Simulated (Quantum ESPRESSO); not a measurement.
A working Quantum ESPRESSO input for ZrTi2H4 (Fd-3m, 14 atoms in the cell) (DFT, LDA (PW92), plane waves, PseudoDojo standard norm-conserving (LDA) pseudopotentials):

```fortran
&CONTROL
  calculation = 'scf'
  prefix = 'Zr(TiH2)2'
  outdir = './tmp'
  pseudo_dir = './'
  tprnfor = .true.
  tstress = .true.
/
&SYSTEM
  ibrav = 0
  nat = 14
  ntyp = 3
  ecutwfc = 85
  occupations = 'smearing'
  smearing = 'marzari-vanderbilt'
  degauss = 0.0099958
/
&ELECTRONS
  conv_thr = 1.0d-9
/
ATOMIC_SPECIES
Zr    91.2240  Zr.upf
Ti    47.8670  Ti.upf
H      1.0080  H.upf
CELL_PARAMETERS {bohr}
   0.0000000000     7.6828327378     7.6828327378
   7.6828327378     0.0000000000     7.6828327378
   7.6828327378     7.6828327378     0.0000000000
ATOMIC_POSITIONS {angstrom}
Zr    6.0983700000    6.0983700000    6.0983700000
Zr    4.0655800000    4.0655800000    4.0655800000
Ti    3.0491850000    3.0491850000    1.0163950000
Ti    3.0491850000    1.0163950000    3.0491850000
Ti    1.0163950000    1.0163950000    1.0163950000
Ti    1.0163950000    3.0491850000    3.0491850000
H     5.2388250764    5.2388250764    2.8923349236
H     4.9251249236    7.2716150764    4.9251249236
H     2.8923349236    2.8923349236    2.8923349236
H     7.2716150764    4.9251249236    4.9251249236
H     5.2388250764    2.8923349236    5.2388250764
H     4.9251249236    4.9251249236    7.2716150764
H     2.8923349236    5.2388250764    5.2388250764
H     7.2716150764    7.2716150764    7.2716150764
K_POINTS {automatic}
5 5 5  0 0 0
```

The run converged in 16 iterations: free energy E − TS -9350.7548 eV; Fermi level (on the code's own zero) 11.72 eV; pressure -6.50 GPa; largest force (vector length) 0.007 eV/Å. Each of these slips is then made, one at a time:

(1)
```diff
-  ecutwfc = 85
```

(2)
```diff
-  degauss = 0.0099958
+  degauss = 0.3
```

What happens in each case?


(1) No plane-wave cutoff. The program stopped before any SCF iteration.
```
Error in routine set_cutoff (1):
ecutwfc not set
```

(2) A smearing width that is far too large. The run converged in 32 iterations without an error; against the sound input the free energy goes down by 344 meV/atom, the pressure goes from -6.50 to 2.63 GPa and the largest force goes from 0.007 to 0.163 eV/Å.

The starting cell comes from a database of computed structures (which also holds hypothetical and non-ambient phases and stackings), without a prior relaxation at this level. Spin polarisation is off. In the base run, with a pressure of about -6 GPa the cell is away from its equilibrium volume at this level.

Left out of this page: 3 runs of the series outside the window shown, repeating another row's setting, or not comparable.
